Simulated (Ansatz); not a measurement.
# A computed series for Al2Pt: response to strain

Take Al2Pt (space group Fm-3m, No. 225; relaxed with 0.1 eV smearing) as the base.

```
Al2Pt
1.0
    0.00000     2.97326     2.97326
    2.97326     0.00000     2.97326
    2.97326     2.97326     0.00000
Al Pt
2 1
Direct
  0.25000   0.25000   0.25000
  0.75000   0.75000   0.75000
  0.00000   0.00000   0.00000
```

Strains are applied to the cell and any free atomic positions relax.

All numbers come from PBE, PAW, 420 eV (Ansatz, an electronic-structure program; no SOC).

Notes on the quantities. energy relative to the base: free energy F.

```tsv
variant	energy relative to the base	pressure	shortest interatomic distance
base	0 meV/atom	0.0 GPa	2.575 Å
isotropic strain −3.00 %	+64 meV/atom	14.5 GPa	2.498 Å
isotropic strain −2.50 %	+43 meV/atom	11.6 GPa	2.511 Å
isotropic strain −2.00 %	+27 meV/atom	9.0 GPa	2.523 Å
isotropic strain −1.50 %	+15 meV/atom	6.5 GPa	2.536 Å
isotropic strain −1.00 %	+6.6 meV/atom	4.2 GPa	2.549 Å
isotropic strain −0.50 %	+1.6 meV/atom	2.0 GPa	2.562 Å
isotropic strain +1.00 %	+6.1 meV/atom	-3.6 GPa	2.601 Å
isotropic strain +1.50 %	+14 meV/atom	-5.2 GPa	2.614 Å
isotropic strain +2.00 %	+24 meV/atom	-6.7 GPa	2.626 Å
```

No phonon test of stability was made. All final runs are without spin polarisation.
